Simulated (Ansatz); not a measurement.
Se (space group P3_121, No. 152; made of chains)

```cif
data_Se3
_chemical_formula_sum 'Se3'
_space_group_name_H-M_alt 'P3121'
_space_group_IT_number 152
_space_group_name_Hall 'P 31 2"'
_cell_length_a 4.03907
_cell_length_b 4.03907
_cell_length_c 5.12041
_cell_angle_alpha 90.000
_cell_angle_beta 90.000
_cell_angle_gamma 120.000
loop_
_atom_site_label
_atom_site_type_symbol
_atom_site_symmetry_multiplicity
_atom_site_Wyckoff_symbol
_atom_site_fract_x
_atom_site_fract_y
_atom_site_fract_z
_atom_site_occupancy
Se1 Se 3 b 0.24866 0.24866 0.50000 1
```

All numbers come from Kohn–Sham DFT with the PBEsol functional, run in Ansatz (a first-principles code) with PAW and 420 eV plane waves, spin-orbit coupling left out, earlier PAW set. Settings: 9×9×7 k-points, 0.05 eV Fermi–Dirac smearing.

```yaml
volume_per_atom: 24.11 Å³
density: 5.44 g/cm³
band_gap: 0.39 eV, indirect, L–H (83 % along) → H
electron_mass: 0.087 mₑ
total_energy: -5424.216 eV/atom (σ→0; compares only within this code and set-up)
```

Masses are band curvatures over ±0.01 Å⁻¹ around the edge. Whether these cells are dynamically stable was not tested. No dispersion term is included in the PBEsol runs.
